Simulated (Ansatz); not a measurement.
Ansatz (a program for electronic structure) run on Cs₂TiI₆O₁₈ (R-3, 27 atoms in the cell): self-consistent single point

Computed with r2SCAN, default PAW files made with PBE (plane waves; Ansatz).

Input:

Ansatz 0.2 input:
```yaml
# Cs2Ti(IO3)6
crystal:
  lattice:
    - [5.859645, 3.383067, 3.895487]
    - [-5.859645, 3.383067, 3.895487]
    - [0.000000, -6.766136, 3.895487]
  atoms:
    - { symbol: Cs, position: [0.162672, 0.162672, 0.162672] }
    - { symbol: Cs, position: [0.837328, 0.837328, 0.837328] }
    - { symbol: Ti, position: [0.500000, 0.500000, 0.500000] }
    - { symbol: I, position: [0.701910, 0.133107, 0.345040] }
    - { symbol: I, position: [0.345040, 0.701910, 0.133107] }
    - { symbol: I, position: [0.133107, 0.345040, 0.701910] }
    - { symbol: I, position: [0.298090, 0.866893, 0.654960] }
    - { symbol: I, position: [0.654960, 0.298090, 0.866893] }
    - { symbol: I, position: [0.866893, 0.654960, 0.298090] }
    - { symbol: O, position: [0.545600, 0.294567, 0.352400] }
    - { symbol: O, position: [0.352400, 0.545600, 0.294567] }
    - { symbol: O, position: [0.294567, 0.352400, 0.545600] }
    - { symbol: O, position: [0.454400, 0.705433, 0.647600] }
    - { symbol: O, position: [0.647600, 0.454400, 0.705433] }
    - { symbol: O, position: [0.705433, 0.647600, 0.454400] }
    - { symbol: O, position: [0.897100, 0.291467, 0.398800] }
    - { symbol: O, position: [0.398800, 0.897100, 0.291467] }
    - { symbol: O, position: [0.291467, 0.398800, 0.897100] }
    - { symbol: O, position: [0.102900, 0.708533, 0.601200] }
    - { symbol: O, position: [0.601200, 0.102900, 0.708533] }
    - { symbol: O, position: [0.708533, 0.601200, 0.102900] }
    - { symbol: O, position: [0.685700, 0.094067, 0.111900] }
    - { symbol: O, position: [0.111900, 0.685700, 0.094067] }
    - { symbol: O, position: [0.094067, 0.111900, 0.685700] }
    - { symbol: O, position: [0.314300, 0.905933, 0.888100] }
    - { symbol: O, position: [0.888100, 0.314300, 0.905933] }
    - { symbol: O, position: [0.905933, 0.888100, 0.314300] }
basis:
  ecutwfc: 500.0
kpoints:
  mp_grid: { grid: [3, 3, 3] }
hamiltonian:
  xc: r2scan
  pseudopotentials: { kind: paw }
scf:
  occupations: { method: fermi_dirac, width: 0.05 }
output:
  forces: true
  eigenvalues: true
  stress: true
```

Output, abridged:

```
WARN ansatz: RAYON_NUM_THREADS=1 ignored (pool sized by the plan → 1); use --threads N
Pseudopotentials: kind: paw
Pseudopotential: Cs, paw, valence charge 9
Pseudopotential: Ti, paw, valence charge 12
Pseudopotential: I, paw, valence charge 17
Pseudopotential: O, paw, valence charge 6
Crystal: 27 atoms, lattice volume = 463.335 Å³
Basis set: ecut = 500 eV, 11763 PW (Γ), exchange–correlation on 240×240×240 points (64 copies of the dense FFT grid, shifted against one another)
Bands: 147, of which v1, the nominal top of the filled ones, is band 120 counted from 1 (119 counted from 0)
Symmetry: 6 space group operations
Space group: R-3 (ITA 148), of the structure as read, at distance tolerance 7.7e-5 Å
k-points: 6 of 27
PAW frozen core: Cs, regenerated for the run's functional
PAW frozen core: Ti, regenerated for the run's functional
PAW frozen core: I, regenerated for the run's functional
PAW frozen core: O, regenerated for the run's functional
Initial density: superposition of atomic densities (neutral atoms: chi_scale 0, normalization atom), corrected by the library's trained network
Initial wavefunctions: pseudopotential atomic-orbital guess
Eigensolver: davidson
Functional: x = r2scan, c = r2scan; τ floored in thin density (d = 2e-4 eV/Å³)
SCF iter   1: F=—  HF=-69256.209017 eV  |F-HF|=—  |Δ(HF+E_count)|=         —  Δρ=1.11e-2  dr2=8.86e-1  dr2_τ=1.49e0  ethr=1.77e-3  ⟨swp⟩=6.0  Hψ=4171  notcnv=0  defer=29
all-band conjugate gradients solve this SCF's bands
preconditioner: auto → Resta (q_TF=auto, 2.445 Å⁻¹)
SCF iter   2: F=—  HF=-69256.437935 eV  |F-HF|=—  |Δ(HF+E_count)|=   2.29e-1  Δρ=5.78e-3  dr2=9.92e-2  dr2_τ=2.64e-2  ethr=3.69e-4  ⟨swp⟩=3.0  Hψ=1824  notcnv=0  defer=120
SCF iter   3: F=—  HF=-69256.426922 eV  |F-HF|=—  |Δ(HF+E_count)|=   1.10e-2  Δρ=2.73e-3  dr2=2.56e-2  dr2_τ=1.53e-3  ethr=4.14e-5  ⟨swp⟩=2.0  Hψ=1524  notcnv=0  defer=120
SCF iter   4: F=—  HF=-69256.425433 eV  |F-HF|=—  |Δ(HF+E_count)|=   1.49e-3  Δρ=1.42e-3  dr2=8.81e-3  dr2_τ=9.36e-4  ethr=1.07e-5  ⟨swp⟩=2.0  Hψ=1160  notcnv=0  defer=120
SCF iter   5: F=—  HF=-69256.424039 eV  |F-HF|=—  |Δ(HF+E_count)|=   1.39e-3  Δρ=3.27e-4  dr2=4.63e-4  dr2_τ=2.58e-5  ethr=3.67e-6  ⟨swp⟩=2.0  Hψ=1116  notcnv=0  defer=120
SCF iter   6: F=—  HF=-69256.424081 eV  |F-HF|=—  |Δ(HF+E_count)|=   4.18e-5  Δρ=1.17e-4  dr2=9.69e-5  dr2_τ=4.50e-6  ethr=1.93e-7  ⟨swp⟩=2.0  Hψ=1481  notcnv=0  defer=120
SCF iter   7: F=—  HF=-69256.423824 eV  |F-HF|=—  |Δ(HF+E_count)|=   2.57e-4  Δρ=3.04e-5  dr2=6.14e-6  dr2_τ=3.15e-7  ethr=4.04e-8  ⟨swp⟩=3.0  Hψ=1629  notcnv=0  defer=120
SCF iter   8: F=—  HF=-69256.423825 eV  |F-HF|=—  |Δ(HF+E_count)|=   1.25e-6  Δρ=2.09e-5  dr2=2.22e-6  dr2_τ=2.19e-7  ethr=2.56e-9  ⟨swp⟩=2.0  Hψ=1482  notcnv=0  defer=120
SCF iter   9: F=—  HF=-69256.423825 eV  |F-HF|=—  |Δ(HF+E_count)|=   2.71e-7  Δρ=5.46e-6  dr2=2.09e-7  dr2_τ=1.64e-8  ethr=9.25e-10  ⟨swp⟩=2.0  Hψ=1132  notcnv=0  defer=120
SCF iter  10: F=-69256.423825 eV  HF=-69256.423825 eV  |F-HF|=2.67e-8  |Δ(HF+E_count)|=   4.16e-8  Δρ=3.61e-6  dr2=5.70e-8  dr2_τ=7.54e-9  ethr=4.17e-11  ⟨swp⟩=13.7  Hψ=4655  notcnv=0
SCF 1 converged in 10 iterations: F = -69256.423825 eV  dr2 = 5.70e-8
SCF converged after 10 iterations
Free energy (F): -69256.423825 eV
Harris-Foulkes:  -69256.423825 eV  (|F-HF|=2.67e-8)
Internal energy: -69256.423825 eV  (E = F + TS)
E sigma→0 (E₀):  -69256.423825 eV
Fermi energy:    6.594629 eV
--- Per-component energies (eV) ---
  E_band       = -3213.126624
  E_kinetic    = 4867.274757
  E_local      = -23101.440082  (includes V_loc(G=0)·N_el)
  E_nonlocal   = 367.952234
  E_hartree    = 10515.160215
  E_xc         = -2459.811250
  E_vxc        = -3151.416085  (∫ρ·V_xc dr)
  E_paw        = -43143.963423  (= ΣΔE_a)
  E_vpaw       = -3425.309989  (= ΣTr[D̂ρ^β])
  E_aug_tail   = 0.018455  (compensation charges beyond the density's cutoff)
  E_vtau       = 199.462299  (kinetic-family band-sum trace: ∫τ·v_τ [+ j·A + Jᵃ·Aᵃ] dr)
  E_ewald      = -16301.324413
  E_core_change = -0.290317  (= ΣΔE_core)
  E_smearing   = -0.000000  (= −TS)
  E_closure    = 0.000000  (closes the sum)
  Σ components = -69256.423825   (vs F -69256.423825, Δ=0.00e0)
--- Forces (eV/Å), atoms counted from 1 ---
  atom   1  Cs     0.00000000    -0.00000000     0.03255978
  atom   2  Cs    -0.00000000     0.00000000    -0.03255978
  atom   3  Ti     0.00000000     0.00000000     0.00000000
  atom   4  I      0.03241521    -0.16808853    -0.07710031
  atom   5  I      0.12936134     0.11211667    -0.07710029
  atom   6  I     -0.16177654     0.05597188    -0.07710029
   [... 16 lines left out ...]
  atom  23  O     -0.06111414    -0.06241410    -0.04961041
  atom  24  O      0.08460927    -0.02171934    -0.04961040
  atom  25  O      0.02349513    -0.08413345     0.04961039
  atom  26  O      0.06111414     0.06241410     0.04961041
  atom  27  O     -0.08460927     0.02171934     0.04961040
  max |Σ_I F_I| component: 4.16e-17 eV/Å
--- Stress (GPa, compression-positive) ---
        0.277494      -0.000001      -0.000000
        0.000001       0.277494      -0.000000
        0.000000      -0.000000       0.396946
  P = ⅓ Tr σ = 0.3173 GPa (3.173 kbar)
  The stress holds the Pulay correction. Without it, at fixed plane waves, as pw.x and ABINIT print it: P = 0.2563 GPa
--- Band table (eV; the first three rows and the last of 6) ---
  k-point 0: bands = ["-54.0616", "-42.8101", "-42.8095", "-42.8095", "-42.8095", "-42.8092", "-42.8092", "-42.7776", "-42.7775", "-42.7772", "-42.7772", "-42.7771", "-42.7771", "-42.6623", "-42.6623", "-42.6623", "-42.6622", "-42.6622", "-42.6622", [...]
  k-point 1: bands = ["-54.0616", "-42.8100", "-42.8097", "-42.8095", "-42.8095", "-42.8092", "-42.8091", "-42.7776", "-42.7774", "-42.7774", "-42.7773", "-42.7771", "-42.7770", "-42.6623", "-42.6623", "-42.6623", "-42.6622", "-42.6622", "-42.6622", [...]
  k-point 2: bands = ["-54.0616", "-42.8099", "-42.8098", "-42.8096", "-42.8093", "-42.8093", "-42.8090", "-42.7775", "-42.7775", "-42.7774", "-42.7772", "-42.7771", "-42.7770", "-42.6623", "-42.6623", "-42.6623", "-42.6622", "-42.6622", "-42.6622", [...]
  k-point 5: bands = ["-54.0616", "-42.8099", "-42.8098", "-42.8096", "-42.8094", "-42.8094", "-42.8089", "-42.7775", "-42.7775", "-42.7773", "-42.7773", "-42.7772", "-42.7769", "-42.6623", "-42.6623", "-42.6623", "-42.6622", "-42.6622", "-42.6621", [...]
```

The run converged in 10 iterations.

The starting cell comes from a database of published, mostly measured structures (it also holds non-ambient and calculated ones), without a prior relaxation at this level. Its lattice was rescaled by a random factor within 2.5 % of one. Spin-orbit coupling is off. Ansatz's pressure includes its estimate of the finite-basis (Pulay) stress.

Cost on one core of a shared machine: roughly 60 s.
